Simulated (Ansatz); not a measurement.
Adsorption energy and surface dipole of H on the 1x1 (111) surface of fcc Cu, one in a 2x2 cell, started at the site 'bridge Cu-Cu (span 2.6 Å)', worked from the runs' numbers; total energies count from the potentials' own zero.

Method: PBE (plane waves to 420 eV, PAW; Ansatz, a first-principles code).

Set-up: 17 atoms, 6.2 Å thick at the start under the adsorbate (thin: gaps and levels are the slab's own); mesh 6x6x1; 0.1 eV smearing; dipole correction on; 8 atoms held, the rest relaxed; start symmetry kept, larger cells not searched; no spin, no spin-orbit, no U, no dispersion correction. At the end it is bonded to 3 Cu. In PBE it is, or lies within 0.03 eV of, the lowest of the starts that converged.

```tsv
quantity	value
slab with the adsorbate	-106015.054 eV
clean slab, same cell and mesh	-105999.042 eV
reference, ½ H2(g)	-15.872 eV
area of the cell	22.82 Å²
change of the step from the bottom to the top vacuum level	-0.028 eV
```

### Question
What is the adsorption energy against this reference?

### Answer
E(slab + adsorbate) − E(slab) − E(reference) = -0.14 eV, so in this state the adsorbate is more stable than in the reference, at a coverage of 4.38 a nm².
